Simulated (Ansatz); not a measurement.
An Ansatz (a program for electronic structure) run: ZnCu2SnS4; r2SCAN in Ansatz (plane waves to 500 eV, PAW, without spin-orbit coupling).

Input:

Ansatz 0.2 input:
```yaml
crystal:
  lattice:
    - [-2.7070320821, 2.7070320821, 5.4108139405]
    - [2.7070320821, -2.7070320821, 5.4108139405]
    - [2.7070320821, 2.7070320821, -5.4108139405]
  atoms:
    - { symbol: Cu, position: [0, 0, 0] }
    - { symbol: Cu, position: [0.75, 0.25, 0.5] }
    - { symbol: Zn, position: [0.25, 0.75, 0.5] }
    - { symbol: Sn, position: [0.5, 0.5, 0] }
    - { symbol: S, position: [0.6352149876, 0.6286980549, 0.5221560346] }
    - { symbol: S, position: [0.1065420203, 0.113058953, 0.4778439654] }
    - { symbol: S, position: [0.3713019451, 0.8934579797, 0.0065169327] }
    - { symbol: S, position: [0.886941047, 0.3647850124, 0.9934830673] }
basis: { ecutwfc: 500, ecutrho_ratio: 4, xc_grid: 4, fft_grid_basis: typed }
kpoints: { mp_grid: { grid: [9, 9, 9] } }
hamiltonian:
  xc: r2scan
  dispersion: none
  pseudopotentials: { kind: paw }
scf: { occupations: { method: fermi_dirac, width: 0.05 }, convergence: { dr2_threshold: 0.0000000008 } }
output: { forces: true, stress: true }
```

Output:

```
WARN ansatz: RAYON_NUM_THREADS=1 ignored (pool sized by the plan → 1); use --threads N
Pseudopotentials: kind: paw
Pseudopotential: Cu, paw, valence charge 19
Pseudopotential: Zn, paw, valence charge 12
Pseudopotential: Sn, paw, valence charge 14
Pseudopotential: S, paw, valence charge 6
Functional definition: r2SCAN
Crystal: 8 atoms, lattice volume = 158.602 Å³
Basis set: ecut = 500 eV, 4035 PW (Γ), exchange–correlation on 200×200×200 points (64 copies of the dense FFT grid, shifted against one another)
Bands: 52, of which v1, the nominal top of the filled ones, is band 44 counted from 1 (43 counted from 0)
Symmetry: 4 space group operations
Space group: I-4 (ITA 82), of the structure as read, at distance tolerance 5.4e-5 Å
k-points: 105 of 729 (time reversal used)
PAW frozen core: Cu, regenerated for the run's functional
PAW frozen core: Zn, regenerated for the run's functional
PAW frozen core: Sn, regenerated for the run's functional
PAW frozen core: S, regenerated for the run's functional
Initial density: superposition of atomic densities (neutral atoms: chi_scale 0, normalization atom), corrected by the library's trained network
Initial wavefunctions: pseudopotential atomic-orbital guess
Eigensolver: davidson
Functional: x = r2scan, c = r2scan; τ floored in thin density (d = 2e-4 eV/Å³)
SCF iter   1: F=—  HF=-26254.705714 eV  |F-HF|=—  |Δ(HF+E_count)|=         —  Δρ=2.42e-2  dr2=6.10e-1  dr2_τ=2.58e-2  ethr=1.77e-3  ⟨swp⟩=7.4  Hψ=23017  notcnv=0  defer=61
all-band conjugate gradients solve this SCF's bands
preconditioner: auto → Resta (q_TF=auto, 2.473 Å⁻¹)
SCF iter   2: F=—  HF=-26254.744449 eV  |F-HF|=—  |Δ(HF+E_count)|=   3.87e-2  Δρ=1.92e-2  dr2=3.50e-1  dr2_τ=4.13e-3  ethr=6.93e-4  ⟨swp⟩=2.3  Hψ=11381  notcnv=0  defer=282
SCF iter   3: F=—  HF=-26254.651130 eV  |F-HF|=—  |Δ(HF+E_count)|=   9.33e-2  Δρ=6.04e-3  dr2=4.21e-2  dr2_τ=2.42e-4  ethr=3.98e-4  ⟨swp⟩=2.0  Hψ=9902  notcnv=0  defer=282
SCF iter   4: F=—  HF=-26254.645830 eV  |F-HF|=—  |Δ(HF+E_count)|=   5.30e-3  Δρ=1.78e-3  dr2=2.75e-3  dr2_τ=5.42e-5  ethr=4.79e-5  ⟨swp⟩=2.5  Hψ=8485  notcnv=0  defer=280
SCF iter   5: F=—  HF=-26254.645151 eV  |F-HF|=—  |Δ(HF+E_count)|=   6.79e-4  Δρ=8.33e-4  dr2=7.32e-4  dr2_τ=5.84e-6  ethr=3.13e-6  ⟨swp⟩=2.0  Hψ=6986  notcnv=0  defer=280
SCF iter   6: F=—  HF=-26254.645373 eV  |F-HF|=—  |Δ(HF+E_count)|=   2.22e-4  Δρ=3.03e-4  dr2=1.49e-4  dr2_τ=4.02e-6  ethr=8.32e-7  ⟨swp⟩=2.0  Hψ=7241  notcnv=0  defer=280
SCF iter   7: F=—  HF=-26254.645363 eV  |F-HF|=—  |Δ(HF+E_count)|=   9.49e-6  Δρ=2.53e-4  dr2=7.96e-5  dr2_τ=2.94e-7  ethr=1.70e-7  ⟨swp⟩=2.6  Hψ=8707  notcnv=0  defer=280
SCF iter   8: F=—  HF=-26254.645364 eV  |F-HF|=—  |Δ(HF+E_count)|=   6.17e-7  Δρ=1.62e-4  dr2=3.12e-5  dr2_τ=1.11e-7  ethr=9.04e-8  ⟨swp⟩=2.0  Hψ=6633  notcnv=0  defer=280
SCF iter   9: F=—  HF=-26254.645360 eV  |F-HF|=—  |Δ(HF+E_count)|=   4.21e-6  Δρ=1.87e-5  dr2=6.61e-7  dr2_τ=1.10e-8  ethr=3.55e-8  ⟨swp⟩=2.0  Hψ=6783  notcnv=0  defer=280
SCF iter  10: F=—  HF=-26254.645331 eV  |F-HF|=—  |Δ(HF+E_count)|=   2.88e-5  Δρ=6.26e-6  dr2=6.39e-8  dr2_τ=9.38e-10  ethr=7.51e-10  ⟨swp⟩=2.0  Hψ=8555  notcnv=0  defer=280
SCF iter  11: F=—  HF=-26254.645331 eV  |F-HF|=—  |Δ(HF+E_count)|=   4.46e-8  Δρ=9.69e-6  dr2=9.61e-8  dr2_τ=5.74e-10  ethr=7.26e-11  ⟨swp⟩=2.0  Hψ=9695  notcnv=0  defer=280
SCF iter  12: F=—  HF=-26254.645331 eV  |F-HF|=—  |Δ(HF+E_count)|=   9.69e-9  Δρ=5.75e-6  dr2=3.50e-8  dr2_τ=1.77e-10  ethr=7.26e-11  ⟨swp⟩=2.0  Hψ=9800  notcnv=0  defer=280
SCF iter  13: F=—  HF=-26254.645331 eV  |F-HF|=—  |Δ(HF+E_count)|=   7.11e-9  Δρ=2.28e-6  dr2=5.87e-9  dr2_τ=5.45e-11  ethr=3.97e-11  ⟨swp⟩=2.0  Hψ=7869  notcnv=0  defer=280
SCF iter  14: F=-26254.645331 eV  HF=-26254.645331 eV  |F-HF|=6.91e-11  |Δ(HF+E_count)|=  9.53e-10  Δρ=3.29e-7  dr2=1.32e-10  dr2_τ=2.24e-12  ethr=1.00e-12  ⟨swp⟩=3.8  Hψ=21581  notcnv=0
SCF 1 converged in 14 iterations: F = -26254.645331 eV  dr2 = 1.32e-10
SCF converged after 14 iterations
Free energy (F): -26254.645331 eV
Harris-Foulkes:  -26254.645331 eV  (|F-HF|=6.91e-11)
Internal energy: -26254.645284 eV  (E = F + TS)
E sigma→0 (E₀):  -26254.645307 eV
Entropy (-TS):   -0.000047 eV (-0.006 meV/atom)
Fermi energy:    8.386562 eV
--- Per-component energies (eV) ---
  E_band       = -1165.483323
  E_kinetic    = 1344.366653
  E_local      = -14963.865235  (includes V_loc(G=0)·N_el)
  E_nonlocal   = 1507.948656
  E_hartree    = 6746.312803
  E_xc         = -1029.516537
  E_vxc        = -779.963212  (∫ρ·V_xc dr)
  E_paw        = -11822.910734  (= ΣΔE_a)
  E_vpaw       = -1810.995047  (= ΣTr[D̂ρ^β])
  E_aug_tail   = 0.000247  (compensation charges beyond the density's cutoff)
  E_vtau       = 44.400316  (kinetic-family band-sum trace: ∫τ·v_τ [+ j·A + Jᵃ·Aᵃ] dr)
  E_ewald      = -8036.492555
  E_core_change = -0.488582  (= ΣΔE_core)
  E_smearing   = -0.000047  (= −TS)
  E_closure    = -0.000000  (closes the sum)
  Σ components = -26254.645331   (vs F -26254.645331, Δ=0.00e0)
  [band-id]    e_kinetic+e_local+e_nonlocal+2·e_hartree+e_vxc+e_vpaw+e_augmentation_tail+e_vtau = -1165.482016   (vs E_band -1165.483323, Δ=1.31e-3)
--- Forces (eV/Å), atoms counted from 1 ---
  atom   1  Cu    -0.00000000    -0.00000000     0.00000000
  atom   2  Cu    -0.00000000     0.00000000     0.00000000
  atom   3  Zn    -0.00000000    -0.00000000     0.00000000
  atom   4  Sn    -0.00000000     0.00000000     0.00000000
  atom   5  S      0.00091473     0.00064735    -0.00062104
  atom   6  S     -0.00091473    -0.00064735    -0.00062104
  atom   7  S      0.00064735    -0.00091473     0.00062104
  atom   8  S     -0.00064735     0.00091473     0.00062104
  max |Σ_I F_I| component: 5.03e-17 eV/Å
--- Stress (GPa, compression-positive) ---
       -0.004659      -0.000000      -0.000000
        0.000000      -0.004659      -0.000000
       -0.000000      -0.000000       0.002385
  P = ⅓ Tr σ = -0.0023 GPa (-0.023 kbar)
  The stress holds the Pulay correction. Without it, at fixed plane waves, as pw.x and ABINIT print it: P = -0.0422 GPa
  The stress includes an estimate of the error left by incomplete SCF convergence (largest component -0.0001 GPa).
--- Band table ---
  band table: none
```

Stability against distortions was not tested. The final runs are not spin-polarised. The cell is ZnCu2SnS4 (space group I-4, No. 82).
